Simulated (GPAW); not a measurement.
Band structure of CaGaCu (C2/m, 6 atoms in the cell).

```xyz
6
Lattice="4.9109 -2.1594 0.0000 4.9109 2.1594 0.0000 -4.7904 0.0000 5.1546" Properties=species:S:1:pos:R:3 pbc="T T T"
Ca     1.0551     0.0000     3.5594
Ca     3.9762     0.0000     1.5951
Ga     1.1780     0.0000     0.5325
Ga     3.8533     0.0000     4.6221
Cu     6.9293     0.0000     1.3776
Cu    -1.8980     0.0000     3.7770
```

Method: LDA (Perdew-Wang 92), GPAW PAW datasets LDA (gpaw-data 1.0.1) (plane waves; GPAW 25.7.0).

Settings: mode = pw; ecut = 850 eV; xc = LDA; kpts = 4 4 3; mesh shift (steps) = 0 0 0; occupations.name = methfessel-paxton; occupations.width = 0.2 eV; occupations.order = 0; nbands = -12; convergence.forces = 0.001 eV/Å; symmetry.symmorphic = false; symmetry.tolerance = 0.0005; maxiter = 100; bandpath_npoints = 40.

The starting cell comes from a database of computed structures (which also holds hypothetical and non-ambient phases and stackings), without a prior relaxation at this level. Its lattice was rescaled by a random factor within 2.5 % of one. Spin polarisation is off.

Levels in eV from the Fermi level, bands 21 to 28:
| point | 21 | 22 | 23 | 24 | 25 | 26 | 27 | 28 |
|---|---|---|---|---|---|---|---|---|
| X | -1.37 | -0.90 | -0.78 | -0.28 | 0.86 | 1.46 | 1.98 | 2.00 |
| Γ | -2.22 | -1.12 | -0.84 | -0.09 | 0.08 | 1.01 | 2.12 | 2.33 |

Bands cross the Fermi level along this path, so the cell is metallic at this level.
